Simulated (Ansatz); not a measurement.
A calculation on AlB2-type TiB2 returned lattice constant a 3.043 Å, lattice parameter c 3.291 Å, equilibrium volume per atom 8.79 Å³/atom, bulk modulus 231 GPa.

For reference: lattice constant a 3.029 Å (measured, 293 K, not corrected to a static lattice; as tabulated in R. G. Munro, J. Res. NIST 105, 709 (2000), Material Properties of Titanium …); lattice parameter c 3.229 Å (measured, 293 K, no zero-point or thermal correction; as tabulated in R. G. Munro, J. Res. NIST 105, 709 (2000), Material Properties of Titanium …); bulk modulus 240 GPa (measured, room temperature, not corrected to a static lattice, our sources range from 233 to 250; as tabulated in Synthesis of Binary Transition Metal Nitrides, Carbides and Borides from the …).

Which level of theory produced these numbers?
A) BLYP (Ansatz (a program for electronic structure))
B) PBEsol (Ansatz)
C) rVV10 (Ansatz)
D) r²SCAN+rVV10 (Ansatz)

A, BLYP (Ansatz)

The others give: rVV10 3.032 Å, 3.239 Å, 8.59 Å³/atom, 248 GPa; r²SCAN+rVV10 3.023 Å, 3.216 Å, 8.48 Å³/atom, 260 GPa; PBEsol 3.017 Å, 3.185 Å, 8.37 Å³/atom, 263 GPa.

Unless a cell is named, each level is at its own relaxed cell (BLYP 8.79, PBEsol 8.37, r²SCAN+rVV10 8.48, rVV10 8.59 Å³/atom).

The crystal itself was run without spin with rVV10, r²SCAN+rVV10, PBEsol, BLYP; a magnetic state was not tried in these runs.

Ansatz's density-functional and Hartree–Fock values are scalar-relativistic unless marked +SOC, with PAW data made under PBE.
